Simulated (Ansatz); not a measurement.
Al2Cu: pressure series

Consider Al2Cu (space group I4/mcm, No. 140; a = 6.0058 Å, c = 4.7897 Å).

Cell and atoms are relaxed at each pressure.

Calculations: r2SCAN in Ansatz (plane waves to 500 eV, PAW, no spin-orbit coupling).

```
pressure (GPa)  volume per atom (Å³/atom)
--------------  -------------------------
-2                                 14.663
-1                                 14.527
0                                  14.397
0.3                                14.361
0.7                                     ?
3                                  14.045
5                                  13.834
7.5                                13.593
10                                 13.371
```

Q: Fit the third-order Birch–Murnaghan form P(V) = (3B₀/2)[(V₀/V)^(7/3) − (V₀/V)^(5/3)]·[1 + (3/4)(B₀′ − 4)((V₀/V)^(2/3) − 1)] (squares taken in P) to the rows shown and predict the withheld row.

A: Least squares on the printed values gives V₀ = 14.398 Å³/atom, B₀ = 114 GPa, B₀′ = 4.5; this predicts 14.311 Å³/atom, and the run gives 14.311 Å³/atom, in agreement.

Load acts through the strain it causes; cell and atoms are relaxed under it. Whether these cells are dynamically stable was not tested. No other phases were tried under pressure. The final runs are not spin-polarised.

Ansatz is a quantum-chemistry and plane-wave program.
